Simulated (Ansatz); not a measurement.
We consider CuI (model structure, within 0.1 Å of P6₄22, No. 181, 6 atoms in the cell), described by LDA (Ansatz, a quantum-chemistry and plane-wave program, PAW).

Numerical settings: plane-wave cutoff 520 eV, 12×12×4 k mesh (along the axes of the cell as run), Fermi–Dirac smearing 0.01 eV, no spin polarisation, scalar-relativistic PAW data made under PBE.

Cell (relaxed with PBEsol):

```
CuI
1.0
    4.16174     0.00000     0.00000
   -2.08087     3.60417     0.00000
    0.00000     0.00000     9.51542
Cu I
3 3
Direct
  0.50007   0.50007   0.50000
  0.49993   0.00000   0.83333
  0.00000   0.49993   0.16667
  0.50001   0.50001   0.00000
  0.49999   0.00000   0.33333
  0.00000   0.49999   0.66667
```

**Question.** Predict the band gap and smallest direct gap on the k points sampled.

**Answer.** 
* **band gap**: 0.59 eV
* **smallest direct gap on the k points sampled**: 1.13 eV

Note: cell and atoms aren't relaxed at this level (pressure -2.1 GPa).

Spin–orbit coupling is not included; with these elements it can move the gap by several tenths of an eV or more.

Computed values are for the static lattice.

Cost on a shared machine: very roughly 110 core-seconds.

A model structure was made by putting elements into a prototype or built by hand; it is no filed structure, need not be a known phase, and can be a saddle point held by its symmetry.
